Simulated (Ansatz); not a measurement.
GaP (R-3m, No. 166, 4 atoms in the cell; start mp-1018275; a measured phase of this formula has another space group), treated with r²SCAN in Ansatz (PAW).

Settings: plane-wave cutoff 560 eV, 10×10×10 k mesh, Fermi–Dirac smearing 0.01 eV, scalar-relativistic PAW data made under PBE.

Cell (relaxed with PBEsol):

Space group R-3m, hexagonal axes (No. 166); a = 3.829 Å, b = 3.829 Å, c = 19.075 Å, α = 90.00°, β = 90.00°, γ = 120.00°

```
atom  site  symmetry       x       y       z
----  ----  --------  ------  ------  ------
Ga      6c        3m  0.0000  0.0000  0.4358
P       6c        3m  0.0000  0.0000  0.0578
```
(The calculation used a cell of 4 atoms; values per cell refer to that cell.)

Task: What does this level give for the band gap, smallest direct gap on the k points sampled and Γ–Γ gap?

Result: 
band gap: 1.02 eV (indirect)
smallest direct gap on the k points sampled: 1.61 eV
Γ–Γ gap: 1.62 eV

Note: cell and atoms aren't relaxed at this level (pressure 0.7 GPa).

Spin–orbit coupling is not included.

A start named mp-… is a Materials Project structure, which need not be a measured phase.

Ansatz is an electronic-structure program.
